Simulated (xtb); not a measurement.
xtb 6.7.1, GFN2-xTB: Ta(SH)2(OSiH3)3 ([SiH3][O][Ta]([SH])([SH])([O][SiH3])[O][SiH3]), 20 atoms. The geometry is a generated start, not checked to be a minimum at this level.

```yaml
method: GFN2-xTB
"--acc": 1 (default)
"--etemp (K)": 300 (default)
detailed input (--input): "none: ANC optimiser, Lindh (1995) Hessian, microcycle=20, maxdispl=1.0, hlow=0.01 (default)"
basis_functions: 83
valence_electrons: 58
```

```xyz
20

Ta    -0.2603     0.4490     0.0748
S     -1.6792     2.0567    -1.0786
H     -0.7595     2.7791    -1.7128
S      0.5246     0.9593     2.3309
H     -0.4852     0.4693     3.0337
O      0.3244    -1.2211    -0.5912
Si     1.3200    -2.4695    -0.3728
H      0.5769    -3.4731     0.4024
H      2.4930    -1.9823     0.3732
H      1.6736    -2.9399    -1.7150
O      1.1837     1.3592    -0.5877
Si     2.5215     1.7997    -1.3818
H      2.6045     0.9252    -2.5585
H      3.6441     1.6273    -0.4581
H      2.3065     3.2026    -1.7632
O     -1.7960    -0.2001     0.8217
Si    -3.2732    -0.7367     1.2137
H     -3.5456    -1.8863     0.3481
H     -4.1889     0.3851     0.9877
H     -3.1850    -1.1034     2.6337
```

Charge 0 and multiplicity 1 are set for this test and not shown to be the ground state.

The structure is relaxed from this start with --opt LEVEL for the levels crude, sloppy, loose, lax, normal, tight, vtight, extreme, once each. Up to the end of the extreme run atoms move by at most 0.63 Å along an axis.

Q: Which level is enough to come within 1 meV of the tightest end point?

A: tight: 41 cycles against 68, ending 0.25 meV above.

```tsv
level	cycles	energy above the extreme run (meV)	gradient norm (eV/Å)
crude	1	18	0.19
sloppy	1	18	0.19
loose	1	18	0.19
lax	15	4.6	0.10
normal	25	1.5	0.037
tight	41	0.25	0.0089
vtight	66	under 0.01	0.0077
extreme	68	—	0.0055
```
